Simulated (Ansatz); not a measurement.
Consider Mo in the bcc (W type) structure (space group Im-3m, No. 229).

```xyz
1
Lattice="-1.5754 1.5754 1.5754 1.5754 -1.5754 1.5754 1.5754 1.5754 -1.5754" Properties=species:S:1:pos:R:3 pbc="T T T"
Mo     0.0000     0.0000     0.0000
```

All numbers come from Ansatz (a first-principles code) r2SCAN, no SOC, earlier PAW set.

Before the change:

The volume per atom is 15.64 Å³ and the band gap is zero.

One thing is altered: a hydrostatic pressure of 45 GPa.

### Question
How does this affect the volume per atom?

### Answer
The volume per atom shrinks by 1.86 Å³ to 13.78 Å³.

### Question
What does the calculation give for the band gap after the change?

### Answer
The band gap remains zero.

Load acts through the strain it causes; cell and atoms are relaxed under it. No phonon test of stability was made. Competing high-pressure phases were not computed. The final runs are not spin-polarised.
